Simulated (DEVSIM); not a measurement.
Device: Au/SiO2/n-Si capacitor, at 300 K.

| layer (left to right) | material | thickness (nm) | Nd (cm⁻³) |
|---|---|---|---|
| 1 | SiO2 | 23.0 | - |
| 2 | Si | 870 | 4.4e17 |

Metal gate on the left, work function 5.1 eV. Fixed charge at the semiconductor interface -2.1e10 cm⁻² (in units of +e); no interface traps.

The device is made up for the run: typed textbook-type constants, with dimensions and the other settings drawn at random. Values at 300 K; Nc and Nv go as T^1.5, mobilities as T to minus their exponent, the gap by Varshni's rule with the affinity fixed.

| parameter | SiO2 | Si |
|---|---|---|
| gap (eV) | 9 | 1.124 |
| affinity (eV) | 0.9 | 4.05 |
| permittivity | 3.9 | 11.7 |
| Nc (cm⁻³) | - | 2.86e19 |
| Nv (cm⁻³) | - | 3.1e19 |
| Varshni α (eV/K) | - | 0.000473 |
| Varshni β (K) | - | 636 |

Simulated with DEVSIM: 1D Poisson equation in equilibrium, Boltzmann statistics, complete ionisation; no quantum confinement or tunnelling. Metal contacts follow the ideal Schottky-Mott rule: no Fermi-level pinning, no interface dipoles.

The temperature was swept, all else fixed.

| temperature (K) | minimum of the low-frequency capacitance (μF/cm²) | flat-band voltage (V) |
|---|---|---|
| 250 | 0.0876 | 0.99 |
| 300 | 0.0897 | 0.96 |
| 350 | 0.0920 | 0.94 |
| 400 | ? | 0.91 |
| 450 | 0.0964 | 0.89 |
| 500 | 0.0994 | 0.86 |

**Question.** What belongs in the gaps?

**Answer.** 
- 400, minimum of the low-frequency capacitance (μF/cm²): 0.0940
